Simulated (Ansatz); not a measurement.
Consider PbF2 in the fluorite structure (space group Fm-3m, No. 225; a = 5.899 Å).

Computed with plane-wave PAW DFT at the PBEsol level (Ansatz, a quantum-chemistry and plane-wave program, 420 eV), spin-orbit coupling left out.

Base values:

* **Width of the top valence band**: 2.08 eV
* **Gap character**: indirect, W → X

Modification: the cell is scaled by 1.0100 in all directions, atoms relaxed at fixed cell.

Q: Predict the new energy relative to the base.

A: The energy rises by 3.6 meV/atom.

Q: Predict the new electron mass.

A: The electron mass comes out as 2.7 mₑ along k, 0.49 mₑ across (at X).

Q: Predict the new width of the top valence band.

A: The width of the top valence band shrinks by 0.19 eV, from 2.08 eV to 1.89 eV.

Q: What does the calculation give for the gap character after the change?

A: The gap character remains indirect, W → X.

Spin-orbit coupling, missing from the scalar runs, can matter with Pb. The cells carry an imposed strain or load. Effective masses come from finite differences of ±0.01 Å⁻¹. Along k means along the line from Γ to the band edge. Stability against distortions was not tested.
